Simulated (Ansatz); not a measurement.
Cd$_{3}$N$_{2}$ (space group P-3m1, No. 164; a hypothetical phase, not in the database extracts checked)

```xyz
5
Lattice="3.7074 0.0000 0.0000 -1.8537 3.2107 0.0000 0.0000 0.0000 6.5991" Properties=species:S:1:pos:R:3 pbc="T T T"
N      0.0000     2.1405     1.4586
N      1.8537     1.0702     5.1404
Cd     0.0000     0.0000     0.0000
Cd     0.0000     2.1405     4.3512
Cd     1.8537     1.0702     2.2479
```

Method: PBE (Ansatz, an electronic-structure program, PAW, no spin-orbit coupling). k-mesh 14×14×7 (Γ-centred); smearing 0.05 eV (Fermi–Dirac).

Volume per atom: 15.71 Å³
Density: 7.72 g/cm³
Band gap: zero
Total energy: -5105.593 eV/atom (σ→0; compares only within this code and set-up)

No phonon test of stability was made. All final runs are without spin polarisation. A zero or small gap of Cd3N2 can be the functional's error rather than a property of the material.
